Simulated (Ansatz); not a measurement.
Take Zr in the hcp (Mg type) structure (space group P6_3/mmc, No. 194; a = 3.2443 Å, c = 5.1580 Å; relaxed with 0.1 eV smearing) as the base. Axes: x lies along a and z along c of the hexagonal cell.

Calculations: r2SCAN (Ansatz, a program for electronic structure), without spin-orbit coupling.

Strains are applied to the cell and any free atomic positions relax.

One change was made to it. Results:

The energy increases by 4.7 meV/atom; the pressure (mean of the normal stresses, compression positive) goes from zero to -1.9 GPa.

**Question.** Which change produced these results?
A) uniaxial strain ε_zz = +2.00 %
B) uniaxial strain ε_zz = +3.00 %
C) uniaxial strain ε_zz = +2.50 %
D) uniaxial strain ε_zz = +0.50 %

**Answer.** A, uniaxial strain ε_zz = +2.00 %. For comparison, the energy relative to the base in the other runs: uniaxial strain ε_zz = +2.50 % gives +7.4 meV/atom; uniaxial strain ε_zz = +3.00 % gives +10 meV/atom; uniaxial strain ε_zz = +0.50 % gives +0.3 meV/atom.

Stability against distortions was not tested. The final runs are not spin-polarised.
